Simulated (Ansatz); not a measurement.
## rutile IrO2 (0 0 1) on antifluorite Mg2Si (0 0 1) (film strained to the substrate, started from cuts of the bulks and a machine-learned relaxation; slabs Mg12Si5 and Ir6O12, which can lie off the formulas)

A periodic stack without vacuum, rutile IrO2 (0 0 1) on antifluorite Mg2Si (0 0 1) (film strained to the substrate, started from cuts of the bulks and a machine-learned relaxation; slabs Mg12Si5 and Ir6O12, which can lie off the formulas): substrate slab Mg12Si5, film Ir6O12, surface cells [[1, 0], [1, 1]] and [[0, 1], [-1, 0]], film strained by -0.7 and -0.7 %, outermost planes Mg/Mg and IrO/IrO as cut, which need not be the usual terminations and can put a slab off its formula.

The start was prepared with a machine-learned potential, and the result is one local minimum, with the in-plane cell held and forces under 0.04 eV/Å; the film can end far from its bulk form.

The numbers are results of PBE (plane waves to 420 eV, PAW; Ansatz, a first-principles code), not measurements. Spin–orbit coupling is left out; the runs are not spin-polarised; PBE gaps are too small against experiment. Its k-point mesh 7×7×1, Fermi–Dirac width 0.05 eV.

| Quantity | Result |
|---|---|
| interface area | 20.2 Å² |
| period | 26.70 Å |
| heights between the nearest atoms of the two slabs at the two interfaces | 1.41 and 1.10 Å |
| Mg–O contacts across the interfaces within 1.22 times the sum of covalent radii | 8, mean 2.08 Å |
| Ir–Mg contacts across the interfaces within 1.22 times the sum of covalent radii | 8, mean 2.59 Å |
| Ir–Si contacts across the interfaces within 1.22 times the sum of covalent radii | 1, mean 2.55 Å |

```yaml
crystal:
  lattice:
    - [4.49957, -0.00010, -0.05783]
    - [0.00034, 4.49908, 0.08439]
    - [0.37825, -0.55015, 26.69154]
  atoms:
    - { symbol: Mg, position: [0.36089, 0.93180, 0.13336] }
    - { symbol: Mg, position: [0.86052, 0.43246, 0.13336] }
    - { symbol: Mg, position: [0.86061, 0.42826, 0.01648] }
    - { symbol: Mg, position: [0.36042, 0.92869, 0.01650] }
    - { symbol: Mg, position: [0.35900, 0.93572, 0.37284] }
    - { symbol: Mg, position: [0.85891, 0.43536, 0.37284] }
    - { symbol: Mg, position: [0.86005, 0.43451, 0.25334] }
    - { symbol: Mg, position: [0.36017, 0.93448, 0.25335] }
    - { symbol: Mg, position: [0.36461, 0.92859, 0.61710] }
    - { symbol: Mg, position: [0.86163, 0.42542, 0.61704] }
    - { symbol: Mg, position: [0.85931, 0.43541, 0.49295] }
    - { symbol: Mg, position: [0.35827, 0.93383, 0.49295] }
    - { symbol: Si, position: [0.86061, 0.93327, 0.19254] }
    - { symbol: Si, position: [0.36058, 0.42979, 0.07080] }
    - { symbol: Si, position: [0.85855, 0.93540, 0.43106] }
    - { symbol: Si, position: [0.35951, 0.43488, 0.31187] }
    - { symbol: Si, position: [0.35897, 0.43359, 0.54953] }
    - { symbol: Ir, position: [0.36333, 0.42593, 0.73065] }
    - { symbol: Ir, position: [0.86298, 0.92642, 0.67173] }
    - { symbol: O, position: [0.66522, 0.12365, 0.73440] }
    - { symbol: O, position: [0.17162, 0.23476, 0.66976] }
    - { symbol: O, position: [0.55462, 0.61759, 0.66984] }
    - { symbol: O, position: [0.06154, 0.72746, 0.73450] }
    - { symbol: Ir, position: [0.36239, 0.42667, 0.85158] }
    - { symbol: Ir, position: [0.86302, 0.92602, 0.79226] }
    - { symbol: O, position: [0.67150, 0.11753, 0.85149] }
    - { symbol: O, position: [0.17197, 0.23500, 0.79204] }
    - { symbol: O, position: [0.55419, 0.61696, 0.79208] }
    - { symbol: O, position: [0.05323, 0.73589, 0.85152] }
    - { symbol: Ir, position: [0.36084, 0.42808, 0.97542] }
    - { symbol: Ir, position: [0.86161, 0.92730, 0.91190] }
    - { symbol: O, position: [0.67683, 0.11188, 0.97397] }
    - { symbol: O, position: [0.16782, 0.23347, 0.91013] }
    - { symbol: O, position: [0.55569, 0.62116, 0.91012] }
    - { symbol: O, position: [0.04477, 0.74409, 0.97401] }
```
